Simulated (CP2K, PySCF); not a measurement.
A PySCF input for a self-consistent single point of BP (F-43m, 2 atoms in the cell) (DFT PBESOL, Gaussian basis gth-dzvp-molopt-sr, GTH pseudopotentials gth-pbe, FFT density fitting with multigrid):

```python
import numpy as np
from pyscf.pbc import gto, scf, dft

cell = gto.Cell()
cell.a = np.array([[0, 2.26607, 2.26607],
              [2.26607, 0, 2.26607],
              [2.26607, 2.26607, 0]])
cell.atom = [
    ('B', (0, 0, 0)),
    ('P', (1.133035, 1.133035, 1.133035)),
]
cell.basis = 'gth-dzvp-molopt-sr'
cell.pseudo = 'gth-pbe'
cell.ke_cutoff = 60
cell.precision = 1e-06
cell.max_memory = 2000
cell.verbose = 4
cell.build()

kpts = cell.make_kpts([10, 10, 10])
kmf = dft.KRKS(cell, kpts).multigrid_numint()
kmf.xc = 'pbesol'
kmf.conv_tol = 1e-08
kmf.max_cycle = 30
kmf.kernel()

res = dict(e_tot=kmf.e_tot, converged=kmf.converged, nao=cell.nao, mesh=cell.mesh, nelectron=cell.nelectron)
np.savez('results.npz', **res)
eps, occ = np.array(kmf.mo_energy), np.array(kmf.mo_occ)
nk = len(kmf.kpts)
res.update(mo_energy=eps, mo_occ=occ)
print('electrons per cell = %.6f' % (occ.sum() / nk))
full = 1.0
print('highest filled level = %.6f Ha, lowest empty level = %.6f Ha' % (eps[occ > full].max(), eps[occ <= full].min()))
np.savez('results.npz', **res)
```

Question: Translate this input to CP2K.

Answer: This is the input that was run; spellings and numerical settings could be chosen otherwise.

```
&GLOBAL
  PROJECT calc
  RUN_TYPE ENERGY_FORCE
  PRINT_LEVEL MEDIUM
&END GLOBAL
&FORCE_EVAL
  METHOD Quickstep
  STRESS_TENSOR ANALYTICAL
  &DFT
    BASIS_SET_FILE_NAME BASIS_MOLOPT
    POTENTIAL_FILE_NAME GTH_POTENTIALS
    &QS
      METHOD GPW
      EPS_DEFAULT 1E-10
    &END QS
    &MGRID
      CUTOFF 400
      REL_CUTOFF 50
      NGRIDS 4
    &END MGRID
    &SCF
      SCF_GUESS ATOMIC
      EPS_SCF 1E-7
      MAX_SCF 100
      ADDED_MOS 4
      &DIAGONALIZATION
        ALGORITHM STANDARD
      &END DIAGONALIZATION
      &MIXING
        METHOD BROYDEN_MIXING
        ALPHA 0.3
        NBUFFER 8
        BETA 1.5
      &END MIXING
    &END SCF
    &KPOINTS
      SCHEME MONKHORST-PACK 10 10 10
      GAMMA_CENTERED T
    &END KPOINTS
    &XC
      &XC_FUNCTIONAL
        &PBE
          PARAMETRIZATION PBESOL
        &END PBE
      &END XC_FUNCTIONAL
    &END XC
    &PRINT
      &MO
        EIGENVALUES T
        OCCUPATION_NUMBERS T
        NDIGITS 8
        FILENAME mo
        &EACH
          QS_SCF 0
        &END EACH
        ADD_LAST NUMERIC
      &END MO
      &MULLIKEN ON
      &END MULLIKEN
    &END PRINT
  &END DFT
  &SUBSYS
    &CELL
      A 3.20470700 0.00000000 0.00000000
      B 1.60235300 2.77535800 0.00000000
      C 1.60235300 0.92511900 2.61663200
      PERIODIC XYZ
    &END CELL
    &COORD
      SCALED
      B        0.00000000     0.00000000     0.00000000
      P        0.25000000     0.25000000     0.25000000
    &END COORD
    &KIND B
      BASIS_SET DZVP-MOLOPT-SR-GTH-q3
      POTENTIAL GTH-PBE-q3
    &END KIND
    &KIND P
      BASIS_SET DZVP-MOLOPT-SR-GTH-q5
      POTENTIAL GTH-PBE-q5
    &END KIND
  &END SUBSYS
  &PRINT
    &FORCES ON
    &END FORCES
    &STRESS_TENSOR ON
    &END STRESS_TENSOR
  &END PRINT
&END FORCE_EVAL
```

Basis, cutoffs, solver keys and any potentials are the target program's own. This input uses DFT PBEsol, GPW, DZVP-MOLOPT-SR-GTH basis, GTH-PBE potentials (GTH_POTENTIALS). Both were run: gap on the mesh 1.160 eV in PySCF and 1.160 in CP2K.

On PySCF: the starting cell comes from a database of computed structures (which also holds hypothetical and non-ambient phases and stackings), without a prior relaxation at this level. Values carry the incompleteness of an atom-centred basis.

On CP2K: the starting cell comes from a database of computed structures (which also holds hypothetical and non-ambient phases and stackings), without a prior relaxation at this level. Values carry the incompleteness of an atom-centred basis. The potentials were made for another functional than the one used.
